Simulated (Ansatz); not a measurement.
## Effect of uniaxial strain ε_yy = +1.19 % on SbO2

Start from SbO2 (space group C2/c, No. 15).

```xyz
12
Lattice="6.0336 -2.4349 0.0000 6.0336 2.4349 0.0000 -1.3742 0.0000 5.2299" Properties=species:S:1:pos:R:3 pbc="T T T"
Sb     5.0029     1.0684     3.9224
Sb     5.6900    -1.0684     1.3075
Sb     3.0168     1.2175     0.0000
Sb     2.3297    -1.2175     2.6150
O      4.8595     0.4241     0.1705
O      5.8334    -0.4241     5.0594
O      6.5205     0.4241     2.4444
O      4.1724    -0.4241     2.7855
O      8.6572     0.2568     4.3292
O      2.0357    -0.2568     0.9007
O      1.3486     0.2568     3.5156
O      9.3443    -0.2568     1.7143
```

Cartesian axes are those of the cell as printed.

Modification: uniaxial strain ε_yy = +1.19 %, all other strain components held at zero; the atoms relax in the strained cell.

Computed with Ansatz (a first-principles code), PBEsol, PAW, cutoff 420 eV, spin-orbit coupling left out. k-mesh 6×6×5 (Γ-centred); smearing 0.05 eV (Fermi–Dirac).

The space group stays C2/c (No. 15) and the shortest interatomic distance rises by 0.004 Å, from 1.987 Å to 1.991 Å. The energy grows by 1.0 meV/atom and the pressure (mean of the normal stresses, compression positive) goes from zero to -11.5 kbar. The band gap falls by 0.07 eV (2.29 eV → 2.22 eV) (an upper bound: an edge found on the path is not a true extremum; both cells) and the largest internal atomic displacement amounts to 0.017 Å. The stress (xx, yy, zz, yz, xz, xy; compression positive) comes out as (-0.62, -2.11, -0.71, 0.00, 0.05, 0.00) GPa.

Cost of the whole job for the changed cell (relaxation, final SCF and bands): very roughly 4 core-minutes.

Spin-orbit coupling, missing from the scalar runs, can matter with Sb. Whether these cells are dynamically stable was not tested.
